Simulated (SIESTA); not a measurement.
Input and output of a relaxation of cell and atoms for HgTe (P3_221, 6 atoms in the cell) (SIESTA).

Level of theory: GGA PBEsol, numerical atomic orbitals DZP, PseudoDojo PBEsol standard norm-conserving potentials (rewritten from UPF to PSML) (SIESTA 5.4.2).

```yaml
crystal:
  lattice:
    - [4.58273, 0.00000, 0.00000]
    - [-2.29136, 3.96876, 0.00000]
    - [0.00000, 0.00000, 10.22898]
  atoms:
    - { symbol: Hg, position: [0.68832, 0.68832, 0.00000] }
    - { symbol: Hg, position: [0.31168, 0.00000, 0.66667] }
    - { symbol: Hg, position: [0.00000, 0.31168, 0.33333] }
    - { symbol: Te, position: [0.51372, 0.51372, 0.50000] }
    - { symbol: Te, position: [0.48628, 0.00000, 0.16667] }
    - { symbol: Te, position: [0.00000, 0.48628, 0.83333] }
```

Reference input (self-consistent single point, DFT, GGA PBEsol, numerical atomic orbitals DZP, PseudoDojo PBEsol standard norm-conserving potentials (rewritten from UPF to PSML)): XC.functional = GGA; XC.authors = PBEsol; potentials = PseudoDojo PBEsol standard; PAO.BasisSize = DZP; PAO.EnergyShift = 0.005 Ry; MeshCutoff = 300 Ry; kgrid.MonkhorstPack = 5 5 2; OccupationFunction = FD; ElectronicTemperature = 10 meV; MaxSCFIterations = 150; SCF.Mixer.Method = Broyden; SCF.Mixer.Weight = 0.1. This run's input differs from it in these lines:

```diff
@@ -45,2 +45,7 @@
 Diag.ParallelOverK           true
+MD.TypeOfRun                 FIRE
+MD.Steps                     40
+MD.MaxForceTol               0.02 eV/Ang
+MD.VariableCell              true
+MD.MaxStressTol              0.05 GPa
 WriteForces                  true
```

Output, abridged:

```
        iscf     Eharris(eV)        E_KS(eV)     FreeEng(eV)     dDmax    Ef(eV) dHmax(eV)
   scf:    1   -21924.978523   -22046.393949   -22046.393949  1.240599 -0.609873 36.873234
   scf:    2   -22143.637271   -22099.550750   -22099.550750  0.271000 -1.508924 23.340151
   scf:    3   -22145.304004   -22128.090609   -22128.090609  0.571063 -1.961235  6.035993
   scf:    4   -22127.799655   -22127.946107   -22127.946107  0.010612 -2.314730  6.284065
   scf:    5   -22125.945013   -22126.978620   -22126.978620  0.059223 -1.920950  7.712927
   [... 6 lines left out ...]
   scf:   12   -22129.671558   -22129.671526   -22129.671526  0.000707 -2.375732  0.014893
   scf:   13   -22129.671542   -22129.671536   -22129.671536  0.000444 -2.379169  0.003738
   scf:   14   -22129.671536   -22129.671536   -22129.671536  0.000146 -2.380292  0.000438
   scf:   15   -22129.671536   -22129.671536   -22129.671536  0.000008 -2.380343  0.000399
SCF Convergence by DM+H criterion
max |DM_out - DM_in|         :     0.0000080974
max |H_out - H_in|      (eV) :     0.0003988985
SCF cycle converged after 15 iterations

Using DM_out to compute the final energy and forces

siesta: E_KS(eV) =           -22129.6715

siesta: E_KS - E_eggbox =    -22129.6715

siesta: Atomic forces (eV/Ang):
     1   -0.103030   -0.178455    0.000000
   [... lines left out ...]
siesta: Pressure (static):          0.11557949  kBar
siesta: Pressure (total):          0.11557949  kBar
No target stress found, assuming hydrostatic MD.TargetPressure.
Target stress (kBar)
outcell: Cell volume (Ang**3)        :    169.3652
        iscf     Eharris(eV)        E_KS(eV)     FreeEng(eV)     dDmax    Ef(eV) dHmax(eV)
siesta: Pressure (static):         -0.96965263  kBar
siesta: Pressure (total):         -0.96965263  kBar
outcell: Cell volume (Ang**3)        :    169.3652
siesta: FreeEng =    -22130.154085
   [... lines left out ...]
siesta:      5    0.015007    0.031931    0.007190
siesta:      6    0.019972    0.029754   -0.005462
siesta: ----------------------------------------
siesta:    Tot    0.001649    0.002383    0.000528

siesta: Stress tensor (static) (eV/Ang**3):
siesta:     0.000476   -0.000006   -0.000328
siesta:    -0.000006    0.000477    0.000171
siesta:    -0.000328    0.000171    0.000863

siesta: Constrained stress tensor (static) (eV/Ang**3):
siesta:     0.000476   -0.000006   -0.000328
siesta:    -0.000006    0.000477    0.000171
siesta:    -0.000328    0.000171    0.000863

siesta: Cell volume =        169.365164 Ang**3

siesta: Pressure (static):
siesta:                Solid            Molecule  Units
siesta:          -0.00000659         -0.00000490  Ry/Bohr**3
siesta:          -0.00060521         -0.00044970  eV/Ang**3
siesta:          -0.96965263         -0.72050609  kBar
```

The relaxation ended unconverged. 

The starting cell comes from a database of computed structures (which also holds hypothetical and non-ambient phases and stackings), without a prior relaxation at this level. Its lattice was rescaled by a random factor within 2.5 % of one. Values carry the incompleteness of an atom-centred basis.

Cost on one core of a shared machine: roughly 20 min.
